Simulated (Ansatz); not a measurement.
Results of PBEsol (PAW; Ansatz, a program for electronic structure) for cubic perovskite KMgF₃.

Run with plane-wave cutoff 560 eV, 6×6×6 k mesh, perturbation theory, scalar-relativistic PAW data made under PBE.

Computed at the level's own relaxed cell.

```
CELL_PARAMETERS angstrom
      3.99140     0.00000     0.00000
      0.00000     3.99140     0.00000
      0.00000     0.00000     3.99140
ATOMIC_POSITIONS crystal
  K  0.00000 0.00000 0.00000
  Mg 0.50000 0.50000 0.50000
  F  0.50000 0.00000 0.50000
  F  0.00000 0.50000 0.50000
  F  0.50000 0.50000 0.00000
```

Harmonic phonon frequencies (cm⁻¹; i marks an imaginary mode; at Γ without the LO shift):

```tsv
q point	frequencies
Γ	0 0 0 142 142 142 181 181 181 281 281 281 461 461 461
X	117 117 125 125 167 191 199 199 221 260 260 438 451 459 459
M	86 116 130 130 198 198 201 201 216 291 343 409 409 457 470
R	83 83 83 137 137 137 273 273 273 342 342 389 389 389 495
```

No imaginary mode appears at these points.
